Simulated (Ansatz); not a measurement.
The starting structures come from a database of crystals and need not be the phases stable at ambient conditions.

By PBEsol, the system below comes out a metal.

A figure of merit of an interconnect metal is its ballistic conductance per area.

```yaml
crystal:
  lattice:
    - [5.44378, 0.00000, 0.00000]
    - [0.00000, 8.54846, 0.00000]
    - [2.72189, 0.00000, 2.72189]
  atoms:
    - { symbol: Zr, position: [0.50000, 0.24847, 0.50000] }
    - { symbol: Zr, position: [0.00000, 0.75153, 0.50000] }
    - { symbol: Ge, position: [0.00000, 0.00000, 0.00000] }
    - { symbol: Ge, position: [0.50000, 0.00000, 0.00000] }
    - { symbol: Te, position: [0.50000, 0.62002, 0.50000] }
    - { symbol: Te, position: [0.00000, 0.37998, 0.50000] }
```

Space group of this cell: P4/nmm. The cell was relaxed by PBE-D3(BJ).

The current flows along the normal of the first two printed cell vectors, the (110) plane of the conventional cell. No spin-orbit coupling; the value is a mean over 0.1 eV about the Fermi level.

### Question
Give the ballistic conductance per area that PBEsol run with Ansatz (a quantum-chemistry and plane-wave program) yields.

### Answer
0.23 × 10¹⁵ S/m² for both spins.
